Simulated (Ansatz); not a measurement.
## Hypothetical rock salt GaAs: element substitutions

The reference is GaAs in the rock salt structure (space group Fm-3m, No. 225; a = 5.303 Å; a hypothetical phase, not in the database extracts checked).

Each row replaces one element on all its sites; cell and atoms are relaxed.

Levels (all Ansatz, a quantum-chemistry and plane-wave program, PAW): PBEsol (420 eV, no SOC); r2SCAN (500 eV, no spin-orbit coupling).

Pressures by level, all at the geometries relaxed with PBEsol:

```tsv
case	PBEsol	r2SCAN
base	0.0 GPa	1.3 GPa
As → N	0.0 GPa	-0.4 GPa
Ga → B	0.0 GPa	3.0 GPa
```

Single points use the geometry relaxed with PBEsol. Their cutoffs differ, which shifts pressures a little. Whether these cells are dynamically stable was not tested. As relaxed here, BAs is a hypothetical phase, not in the database extracts checked. All final runs are without spin polarisation. This is not the structure that GaN has at room temperature and ambient pressure.
